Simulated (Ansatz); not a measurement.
Consider this model of amorphous Al$_{28}$O$_{47}$P$_{2}$.

```xyz
77
Lattice="8.9650 -0.1503 -0.0389 -0.1503 9.6817 -0.2121 -0.0389 -0.2121 9.9691" Properties=species:S:1:pos:R:3 pbc="T T T"
Al     6.0283     8.9030     5.9653
Al     2.1701     2.7630     0.9034
Al     1.9656     3.3639     5.7166
Al     3.7579     8.9833     4.3279
Al     8.3254     3.7154     2.1134
Al     3.0783     9.3677     9.2739
Al     8.3023     5.4901     4.9210
Al     8.3469     0.8585     7.8834
Al     3.8539     2.3676     3.5469
Al     7.5570     8.3534     2.8856
Al     2.3414     0.2346     6.7632
Al     4.8763     9.3121     1.8705
Al     2.1750     2.8140     8.3260
Al     6.4275     5.9554     0.9320
Al     5.5386     6.8303     3.9332
Al     1.8016     6.7716    -0.0422
Al     8.6010     3.8361     9.4121
Al     3.9924     4.9520     8.9027
Al     5.1794     4.2620     4.7828
Al     0.7128     7.9957     5.8670
Al     0.6846     6.6431     2.7187
Al     6.2100     1.7075     5.3182
Al     0.9688     5.5148     7.2165
Al     3.6031     5.1274     1.9909
Al     6.4528     8.6620     9.5484
Al     3.6629     7.1640     7.1332
Al     6.7403     6.4593     7.7604
Al     0.3329     9.4078     0.6573
O      6.3102     8.3150     7.6403
O      7.3580     0.7370     6.2723
O      1.1078     1.1181     1.9255
O      0.3309     2.6043     8.3691
O      8.3170     6.4519     6.6868
O      7.3683     4.4439     0.8147
O      8.8405     4.9809     3.1639
O      1.9319     6.8790     6.5787
O      4.4532     5.4037     3.5176
O      3.9334     0.6897     3.0327
O      6.8101     6.8587     9.5755
O      5.0185     5.8866     7.5280
O      3.1348     6.5424     8.8720
O      6.8066     1.8892     8.4904
O      4.6904     9.3077     0.0798
O      2.3794     4.3329     7.2921
O      4.3833     7.9967     2.9626
O      2.6753     3.8721     9.7244
O      6.7080     6.7249     2.4750
O      5.6547     2.6991     3.9133
O      0.5317     5.5601     9.0405
O      6.7015     8.2015     4.4634
O      8.8245     0.0002     3.8463
O      0.5481     3.4679     0.9391
O      0.4971     9.4581     6.9714
O      8.2157    -0.1353     9.5519
O      0.2365     7.1855     4.3563
O      0.4650     4.4500     5.7502
O      2.4094     1.9371     6.7911
O      4.8416     3.3789     8.5618
O      3.3262     8.9989     7.5813
O      6.6365     9.2881     1.6043
O      2.5461     1.3378     9.5926
O      2.1388     9.0526     5.0189
O      1.7601     8.6058    -0.0152
O      3.5420     3.4855     4.9335
O      0.0045     8.0123     1.7747
O      4.7406     5.4860     0.6747
O      8.2073     2.2671     3.1084
O      7.2020     4.3695     8.1828
O      2.0968     6.1888     1.6925
O      5.9998     3.1553     6.3606
O      6.5149     5.4316     4.9112
O      1.5231     2.1270     4.2071
O      3.2331     3.3443     2.1946
O      4.9631     0.4588     5.4882
O      4.5228     7.6321     5.5291
P      6.2031     3.1738     7.9287
P      0.4360     1.4411     3.3511
```

All values below come from PBE, scalar-relativistic without spin-orbit coupling (plane waves to 420 eV, PAW; Ansatz, a first-principles code).

The cell was made by melting and quenching with the CHGNet potential and then relaxed with DFT. O atoms were pushed apart under 1.9 Å during the dynamics, to hinder bonds among them. The hot cell started wider than the set density and was brought back towards it in steps. It is the lowest in DFT energy of 2 quenches. It is a model cell: composition and starting density were chosen by hand, and all elements were melted together. No dispersion term was used. Its density started from a set value of 3.01 and ended at 3.01 g/cm³. The simulated quench (nominally 410 K/ps over its main leg) is rapid and tends to freeze in more defects than a deposited or slowly cooled glass has. Values belong to this one cell and scatter from quench to quench. The volume was held where the preparation left it and the shape relaxed, at a PBE pressure of 0.3 GPa.

Neighbours within Al-Al 2.66 Å, Al-O 2.26 Å, Al-P 2.51 Å, O-O 1.58 Å, O-P 2.08 Å, P-P 2.50 Å count as bonded. Two cations that share two anions don't count as bonded, nor two that share one unless they lie closer than Al-Al 2.59 Å, Al-P 2.44 Å, P-P 2.29 Å.

### Question
Give the coordination numbers, mean bond lengths and angles.

### Answer

```
Item                                                               Value
---------------------------------  -------------------------------------
Mean coordination of Al by anions  4.64 (11 with 4, 16 with 5, 1 with 6)
Mean coordination of O              2.94 (5 with 2, 40 with 3, 2 with 4)
Mean coordination of P by anions                         4.00 (2 with 4)
Mean Al-O bond                     1.856 Å (spread 0.091 Å, 130 counted)
Mean O-P bond                        1.553 Å (spread 0.033 Å, 8 counted)
Bond angle at Al                               mean 107.5°, spread 24.4°
Bond angle at O                                mean 116.2°, spread 18.0°
Bond angle at P                                 mean 109.5°, spread 3.4°
```

### Question
List the pairs of like atoms that count as bonded by the rules above.

### Answer
There are none by these rules.
